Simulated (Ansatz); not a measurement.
HfS2, response to strain

Consider HfS2 in the CdI2 type structure (space group P-3m1, No. 164; layered, stacked along the Cartesian z axis).

```yaml
crystal:
  lattice:
    - [3.54747, 0.00000, 0.00000]
    - [-1.77373, 3.07220, 0.00000]
    - [0.00000, 0.00000, 5.57685]
  atoms:
    - { symbol: Hf, position: [0.00000, 0.00000, 0.00000] }
    - { symbol: S, position: [0.66667, 0.33333, 0.26190] }
    - { symbol: S, position: [0.33333, 0.66667, 0.73810] }
```

Cartesian axes are those of the cell as printed.

Strains are applied to the cell and any free atomic positions relax; under biaxial strain the out-of-plane vector relaxes too.

Computed with PBEsol-D3(BJ), PAW, 420 eV (Ansatz, a program for electronic structure; no SOC).

Notes on the quantities. in-plane stress: mean in-plane stress (compression positive).

| variant | in-plane stress | smallest direct gap | out-of-plane strain |
|---|---|---|---|
| base | – | 1.50 eV | – |
| biaxial strain −3.00 %, plane normal [001], relaxed out of plane | +6.0 GPa | 1.17 eV | +0.86 % |
| biaxial strain −2.50 %, plane normal [001], relaxed out of plane | +4.9 GPa | 1.27 eV | +0.74 % |
| biaxial strain −2.00 %, plane normal [001], relaxed out of plane | +3.8 GPa | 1.32 eV | ? |
| biaxial strain −1.00 %, plane normal [001], relaxed out of plane | ? | 1.41 eV | +0.31 % |
| biaxial strain +0.50 %, plane normal [001], relaxed out of plane | -0.9 GPa | 1.54 eV | -0.18 % |
| biaxial strain +1.00 %, plane normal [001], relaxed out of plane | ? | 1.56 eV | -0.36 % |
| biaxial strain +1.50 %, plane normal [001], relaxed out of plane | -2.5 GPa | ? | -0.55 % |
| biaxial strain +2.00 %, plane normal [001], relaxed out of plane | -3.3 GPa | 1.50 eV | -0.74 % |
| biaxial strain +3.00 %, plane normal [001], relaxed out of plane | -4.8 GPa | 1.45 eV | -1.16 % |

Question: Complete the table.

Answer: 
- biaxial strain −2.00 %, plane normal [001], relaxed out of plane, out-of-plane strain: +0.60 %
- biaxial strain −1.00 %, plane normal [001], relaxed out of plane, in-plane stress: +1.8 GPa
- biaxial strain +1.00 %, plane normal [001], relaxed out of plane, in-plane stress: -1.7 GPa
- biaxial strain +1.50 %, plane normal [001], relaxed out of plane, smallest direct gap: 1.53 eV

With Hf present, leaving out spin-orbit coupling can change the band edges. Stability against distortions was not tested.
